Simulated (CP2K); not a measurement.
**Sensitivity of a calculation on Li3SbS3 (R3m, 7 atoms in the cell) to its settings**

```yaml
crystal:
  lattice:
    - [6.35229, 0.00000, 0.00000]
    - [-2.69932, 5.75024, 0.00000]
    - [-2.69932, -4.24908, 3.87434]
  atoms:
    - { symbol: Li, position: [0.98542, 0.54949, 0.54949] }
    - { symbol: Li, position: [0.54949, 0.98542, 0.54949] }
    - { symbol: Li, position: [0.54949, 0.54949, 0.98542] }
    - { symbol: Sb, position: [0.13374, 0.13374, 0.13374] }
    - { symbol: S, position: [0.62656, 0.97760, 0.97760] }
    - { symbol: S, position: [0.97760, 0.62656, 0.97760] }
    - { symbol: S, position: [0.97760, 0.97760, 0.62656] }
```

Base run A: PBEsol, GPW, DZVP-MOLOPT-PBE-GTH basis, GTH-PBE potentials (POTENTIAL_UZH) in CP2K 2026.2, self-consistent single point.

Its settings: CUTOFF = 400 Ry; REL_CUTOFF = 60 Ry; SMEAR/METHOD = GAUSSIAN; SIGMA = 0.01 eV; KPOINTS/SCHEME = MONKHORST-PACK 5 5 5; XC_FUNCTIONAL = PBE:PBESOL; Li/BASIS_SET = DZVP-MOLOPT-PBE-GTH-q3; Li/POTENTIAL = GTH-PBE-q3; Sb/BASIS_SET = DZVP-MOLOPT-PBE-GTH-q5; Sb/POTENTIAL = GTH-PBE-q5; S/BASIS_SET = DZVP-MOLOPT-PBE-GTH-q6; S/POTENTIAL = GTH-PBE-q6; METHOD = GPW; EPS_DEFAULT = 1e-10; NGRIDS = 4; SCF_GUESS = ATOMIC; EPS_SCF = 1e-06; MAX_SCF = 100; ADDED_MOS = 6; MIXING/METHOD = BROYDEN_MIXING.

The starting cell comes from a database of computed structures (which also holds hypothetical and non-ambient phases and stackings), without a prior relaxation at this level. Spin-orbit coupling is off. Values carry the incompleteness of an atom-centred basis. The potentials were made for another functional than the one used. Another mesh or the band path of this cell gives a smaller gap, so this value is not converged in the mesh.

ΔF is the free energy per atom less that of run A. A dash stands where there is no value to compare (another energy zero or no entropy term, no result, no spin, no clean gap, or a mesh too coarse for one). Absolute energies have different zeros for different potentials, functionals, Hubbard and dispersion terms and are not compared across them.

Runs I sample the zone with one or two k-points, far too few for so small a cell.

Run A gave: pressure (GPa) -0.21; largest force (eV/Å) 0.398; gap on the mesh (eV) 2.653; k-points 63.

Runs:
- B: FULL_GRID: default → T
- C: KPOINTS/SCHEME: MONKHORST-PACK 5 5 5 → MONKHORST-PACK 4 4 4
- D: KPOINTS/SCHEME: MONKHORST-PACK 5 5 5 → MONKHORST-PACK 8 8 8; GAMMA_CENTERED: default → T
- E: EPS_SCF: 1e-06 → 1e-05
- F: MIXING/ALPHA: 0.2 → 0.4
- G: XC_FUNCTIONAL: PBE:PBESOL → GGA_X_AM05 + GGA_C_AM05 [AM05]
- H: NGRIDS: 4 → 5
- I: 1x1x1 supercell at the Gamma point; SMEAR/METHOD: GAUSSIAN → default; SIGMA: 0.01 eV → default; KPOINTS/SCHEME: MONKHORST-PACK 5 5 5 → default

What does run C change against A?

The free energy is nearly the same (within 1 meV/atom), the pressure stays at -0.21 GPa, the largest force moves little (0.398 to 0.402 eV/Å) and the gap on the mesh goes from 2.653 to 2.733 eV.

What does run G change against A?

The pressure goes from -0.21 to 0.41 GPa, the largest force goes from 0.398 to 0.327 eV/Å and the gap on the mesh goes from 2.653 to 2.685 eV.

What does run D change against A?

The free energy is nearly the same (within 1 meV/atom), the pressure stays at -0.21 GPa, the largest force moves little (0.398 to 0.399 eV/Å) and the gap on the mesh goes from 2.653 to 2.472 eV.

| run | ΔF (meV/atom) | pressure (GPa) | largest force (eV/Å) | gap on the mesh (eV) | k-points |
|---|---|---|---|---|---|
| A | 0.00 | -0.21 | 0.398 | 2.653 | 63 |
| B | 0.00 | -0.21 | 0.398 | 2.653 | 125 |
| C | -0.11 | -0.21 | 0.402 | 2.733 | 32 |
| D | -0.03 | -0.21 | 0.399 | 2.472 | 260 |
| E | 0.00 | -0.21 | 0.398 | 2.653 | 63 |
| F | 0.00 | -0.21 | 0.398 | 2.653 | 63 |
| G | – | 0.41 | 0.327 | 2.685 | 63 |
| H | 0.00 | -0.21 | 0.398 | 2.653 | 63 |
| I | 273.5 | 1.49 | 0.782 | 3.812 | 1 |
